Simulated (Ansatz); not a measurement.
PBE against PBEsol: hypothetical fluorite TeO2, pressure 45 GPa

Base system: TeO2 in the fluorite structure (space group Fm-3m, No. 225; a = 5.385 Å; a hypothetical phase, not in the database extracts checked).

(Cell as relaxed with PBE.)

Levels (all Ansatz, a program for electronic structure, PAW, earlier PAW set): PBE (420 eV, no SOC); PBEsol (420 eV, without spin-orbit coupling).

Each level relaxes its own structure.

```json
[
 {"base": "volume per atom", "PBE": "13.01 Å³", "PBEsol": "12.57 Å³"},
 {"base": "lattice parameter a", "PBE": "5.385 Å", "PBEsol": "5.323 Å"},
 {"base": "band gap", "PBE": "0.82 eV", "PBEsol": "0.73 eV"}
]
```

Now apply this change: a hydrostatic pressure of 45 GPa.

```tsv
quantity	PBE	PBEsol
smallest direct gap	2.91 eV	2.84 eV
band gap	0.61 eV	0.45 eV
shortest interatomic distance	2.192 Å	2.175 Å
hole mass	0.76 mₑ along k, 1.1 mₑ across (at L)	0.73 mₑ along k, 1.1 mₑ across (at L)
shift of the gap caused by the change	-0.21 eV	-0.29 eV
```

PBE's smallest direct gap lies 0.076 eV above PBEsol's; PBE's band gap lies 0.16 eV above PBEsol's; PBE's shortest interatomic distance lies 0.017 Å above PBEsol's (0.8 %); PBE's shift of the gap caused by the change lies 0.073 eV above PBEsol's. Neither level is exact; PBEsol is the comparison here, not a measurement.

Spin-orbit coupling, missing from the scalar runs, can matter with Te. Load acts through the strain it causes; cell and atoms are relaxed under it. Effective masses come from finite differences of ±0.01 Å⁻¹. Along k means along the line from Γ to the band edge. Whether these cells are dynamically stable was not tested. Competing high-pressure phases were not computed.
